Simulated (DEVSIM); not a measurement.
System: Pd/SiO2/p-Si capacitor, at 300 K.

| layer (left to right) | material | thickness (nm) | Na (cm⁻³) |
|---|---|---|---|
| 1 | SiO2 | 7.60 | - |
| 2 | Si | 15000 | 1.4e15 |

Metal gate on the left, work function 5.2 eV. Fixed charge at the semiconductor interface -4e11 cm⁻² (in units of +e); no interface traps.

This is a model device: material constants are rounded textbook-type values typed into the input, and sizes, dopings and lifetimes were drawn at random. Values at 300 K.

```csv
parameter,SiO2,Si
gap (eV),9,1.124
affinity (eV),0.9,4.05
permittivity,3.9,11.7
Nc (cm⁻³),-,2.86e19
Nv (cm⁻³),-,3.1e19
```

DEVSIM, 1D Poisson equation in equilibrium, Boltzmann statistics, complete ionisation; no quantum confinement or tunnelling. Metal contacts follow the ideal Schottky-Mott rule: no Fermi-level pinning, no interface dipoles.

The gate work function was swept, all else fixed.

| gate work function (eV) | flat-band voltage (V) | threshold voltage (band bending 2φF) (V) |
|---|---|---|
| 4.9 | 0.13 | 0.77 |
| 5.05 | 0.28 | 0.92 |
| 5.2 | 0.43 | 1.07 |
| 5.35 | 0.58 | 1.22 |
| 5.5 | 0.73 | 1.37 |

From the first row to the last the flat-band voltage goes from 0.13 to 0.73. From the first row to the last the threshold voltage (band bending 2φF) goes from 0.77 to 1.37.
